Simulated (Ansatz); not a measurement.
The reference is MgO in the rock salt structure (space group Fm-3m, No. 225; a = 4.204 Å).

It is then changed as follows: every O is replaced by S; the structure is relaxed again.

All numbers come from r2SCAN/PAW in Ansatz (a program for electronic structure), no SOC.

Base, band edges from the VBM (valence, conduction): X -1.37, 10.05; W -1.78, 12.74; L -0.68, 8.86; Γ 0.00, 5.68; K -1.17, 11.10; U -1.17, 11.10 eV.

Question: Give the band edges at the high-symmetry points of the new zone, measured from its valence-band maximum.

Answer: 
```tsv
point	valence edge (eV)	conduction edge (eV)
Γ	0.00	4.64
X	-1.73	3.46
U	-1.40	4.56
K	-1.40	4.56
L	-0.62	5.21
W	-2.34	5.92
```

The gap is 3.46 eV, indirect, Γ → X.

Stability against distortions was not tested.
